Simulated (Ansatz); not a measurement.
The reference is Ti in the hcp (Mg type) structure (space group P6_3/mmc, No. 194; relaxed with 0.1 eV smearing).

```
CELL_PARAMETERS angstrom
      2.86439     0.00000     0.00000
     -1.43219     2.48063     0.00000
      0.00000     0.00000     4.53728
ATOMIC_POSITIONS crystal
  Ti 0.66667 0.33333 0.75000
  Ti 0.33333 0.66667 0.25000
```

Cartesian axes are those of the cell as printed.

Computed with plane-wave PAW DFT at the LDA level (Ansatz, a program for electronic structure, 420 eV), no spin-orbit coupling.

For the base:

The shortest interatomic distance is 5.305 bohr.

Perturbation: the cell is compressed by 1.00 % along z with no lateral relaxation; the atoms relax in the strained cell.

Task: Estimate the effect on the shortest interatomic distance and energy relative to the base.

Result: The shortest interatomic distance shrinks by 0.0346 bohr to 5.271 bohr; the energy rises by 1.0 meV/atom.

Stability against distortions was not tested. All final runs are without spin polarisation.
